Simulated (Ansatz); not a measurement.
# Worked example: self-consistent single point of Mo2N (Imm2, 6 atoms in the cell) in Ansatz

Method: PBEsol, default PAW files made with PBE (plane waves; Ansatz, a first-principles code).

The input file:

Ansatz 0.2 input:
```yaml
crystal:
  lattice:
    - [-2.13416800, 2.13416800, 3.98701500]
    - [2.13416800, -2.13416800, 3.98701500]
    - [2.13416800, 2.13416800, -3.98701500]
  atoms:
    - { symbol: Mo, position: [0.99323000, 0.49323000, 0.50000000] }
    - { symbol: Mo, position: [0.23696000, 0.23696000, 0.00000000] }
    - { symbol: Mo, position: [0.76304000, 0.76304000, 0.00000000] }
    - { symbol: Mo, position: [0.51304000, 0.01304000, 0.50000000] }
    - { symbol: N, position: [0.25000000, 0.75000000, 0.50000000] }
    - { symbol: N, position: [0.50000000, 0.50000000, 0.00000000] }
basis:
  ecutwfc: 420.0 eV
kpoints:
  mp_grid: { grid: [7, 7, 7] }
hamiltonian:
  xc: pbesol
  pseudopotentials: { kind: paw }
scf:
  occupations: { method: gaussian, width: 0.1 eV }
output:
  forces: true
  eigenvalues: true
  stress: true
```

Output (repeated stretches shortened):

```
WARN ansatz: RAYON_NUM_THREADS=1 ignored (pool sized by the plan → 1); use --threads N
Pseudopotentials: kind: paw
Pseudopotential: Mo, paw, valence charge 14
Pseudopotential: N, paw, valence charge 5
Crystal: 6 atoms, lattice volume = 72.638 Å³
Basis set: ecut = 420 eV, 1389 PW (Γ), exchange–correlation on 72×72×72 points (8 copies of the dense FFT grid, shifted against one another)
Bands: 40, of which v1, the nominal top of the filled ones, is band 33 counted from 1 (32 counted from 0)
Symmetry: 4 space group operations
Space group: Imm2 (ITA 44), of the structure as read, at distance tolerance 4.2e-5 Å
k-points: 64 of 343 (time reversal used)
PAW frozen core: Mo, regenerated for the run's functional, and the local potential with it
PAW frozen core: N, regenerated for the run's functional, and the local potential with it
Initial density: superposition of atomic densities (neutral atoms: chi_scale 0, normalization atom), corrected by the library's trained network
Initial wavefunctions: pseudopotential atomic-orbital guess
Eigensolver: davidson
Functional: x = pbesol(κ = 0.804, μ = 0.12345679012345678), c = pbesol(β = 0.046)
SCF iter   1: F=—  HF=-20349.222186 eV  |F-HF|=—  |Δ(HF+E_count)|=         —  Δρ=1.16e-2  dr2=8.43e-2  ethr=1.77e-3  ⟨swp⟩=5.2  Hψ=9249  notcnv=0
all-band conjugate gradients solve this SCF's bands
preconditioner: auto → Kerker (q_TF=auto, 2.685 Å⁻¹)
SCF iter   2: F=—  HF=-20349.206281 eV  |F-HF|=—  |Δ(HF+E_count)|=   1.59e-2  Δρ=4.70e-3  dr2=1.29e-2  ethr=1.28e-4  ⟨swp⟩=1.4  Hψ=3118  notcnv=0
SCF iter   3: F=—  HF=-20349.203583 eV  |F-HF|=—  |Δ(HF+E_count)|=   2.70e-3  Δρ=9.80e-4  dr2=4.36e-4  ethr=1.95e-5  ⟨swp⟩=2.0  Hψ=3523  notcnv=0
SCF iter   4: F=—  HF=-20349.203526 eV  |F-HF|=—  |Δ(HF+E_count)|=   5.70e-5  Δρ=1.45e-4  dr2=9.01e-6  ethr=6.60e-7  ⟨swp⟩=2.0  Hψ=3444  notcnv=0
SCF iter   5: F=—  HF=-20349.203522 eV  |F-HF|=—  |Δ(HF+E_count)|=   3.47e-6  Δρ=2.64e-5  dr2=5.70e-7  ethr=1.37e-8  ⟨swp⟩=2.2  Hψ=4016  notcnv=0
SCF iter   6: F=-20349.203522 eV  HF=-20349.203522 eV  |F-HF|=9.60e-10  |Δ(HF+E_count)|=   7.45e-8  Δρ=4.03e-6  dr2=5.75e-9  ethr=1.52e-10  ⟨swp⟩=8.0  Hψ=9735  notcnv=0
SCF 1 converged in 6 iterations: F = -20349.203522 eV  dr2 = 5.75e-9
SCF converged after 6 iterations
Free energy (F): -20349.203522 eV
Harris-Foulkes:  -20349.203522 eV  (|F-HF|=9.60e-10)
Internal energy: -20349.176609 eV  (E = F + TS)
E sigma→0 (E₀):  -20349.190066 eV
Entropy (-TS):   -0.026913 eV (-4.486 meV/atom)
Fermi energy:    20.665450 eV
--- Per-component energies (eV) ---
  E_band       = -177.328107
  E_kinetic    = 2027.405302
  E_local      = -3431.305274  (includes V_loc(G=0)·N_el)
  E_nonlocal   = 668.094299
  E_hartree    = 1121.430488
  E_xc         = -849.366762
  E_vxc        = -1066.985646  (∫ρ·V_xc dr)
  E_paw        = -12819.305229  (= ΣΔE_a)
  E_vpaw       = -617.397682  (= ΣTr[D̂ρ^β])
  E_aug_tail   = 0.000397  (compensation charges beyond the density's cutoff)
  E_ewald      = -7067.023226
  E_core_change = 0.893395  (= ΣΔE_core)
  E_smearing   = -0.026913  (= −TS)
  E_closure    = 0.000000  (closes the sum)
  Σ components = -20349.203522   (vs F -20349.203522, Δ=0.00e0)
--- Forces (eV/Å), atoms counted from 1 ---
  atom   1  Mo     0.00000000     0.00000000    -0.43756343
  atom   2  Mo     0.00000000     0.00000000     0.20985513
  atom   3  Mo     0.00000000     0.00000000    -0.23433745
  atom   4  Mo     0.00000000     0.00000000    -0.03393563
  atom   5  N      0.00000000     0.00000000     0.46520195
  atom   6  N      0.00000000     0.00000000     0.03077982
  max |Σ_I F_I| component: 3.90e-7 eV/Å
--- Stress (GPa, compression-positive) ---
       -9.621769       0.000000       0.000000
        0.000000      -9.657088       0.000000
        0.000000       0.000000      -7.847369
  P = ⅓ Tr σ = -9.0421 GPa (-90.421 kbar)
  The stress holds the Pulay correction. Without it, at fixed plane waves, as pw.x and ABINIT print it: P = -9.3158 GPa
--- Band table (eV; the first three rows and the last of 64) ---
  k-point 0: bands = ["-41.0168", "-40.8419", "-40.8175", "-40.7861", "-15.5627", "-15.3367", "-15.3243", "-15.2971", "-15.2958", "-15.1008", "-15.0609", "-14.9324", "-14.9123", "-14.6704", "-14.4738", "-14.4627", "3.2407", "3.8316", "13.7718", [...]
  k-point 1: bands = ["-40.9990", "-40.8485", "-40.8243", "-40.7907", "-15.5210", "-15.4429", "-15.4314", "-15.2578", "-15.2364", "-15.1086", "-15.0055", "-14.8805", "-14.8468", "-14.7055", "-14.5438", "-14.4729", "3.5020", "4.0407", "13.5616", [...]
  k-point 2: bands = ["-40.9528", "-40.8631", "-40.8396", "-40.8070", "-15.6262", "-15.6086", "-15.3913", "-15.2116", "-15.1318", "-15.0865", "-15.0200", "-14.8357", "-14.7312", "-14.7258", "-14.6341", "-14.4877", "4.1472", "4.5372", "12.7073", [...]
  k-point 63: bands = ["-40.9184", "-40.8926", "-40.8406", "-40.8125", "-15.5532", "-15.5409", "-15.2532", "-15.2036", "-15.1234", "-15.0784", "-15.0567", "-15.0062", "-14.8173", "-14.7313", "-14.5474", "-14.5282", "3.6785", "3.7307", "13.7893", [...]
```

The run converged in 6 iterations.

The starting cell comes from a database of computed structures (which also holds hypothetical and non-ambient phases and stackings), without a prior relaxation at this level. Its lattice was rescaled by up to half a per cent. One atom was moved a little off its site on purpose. Spin polarisation is off. With a pressure of about -9 GPa the cell is away from its equilibrium volume at this level. Ansatz's pressure includes its estimate of the finite-basis (Pulay) stress.
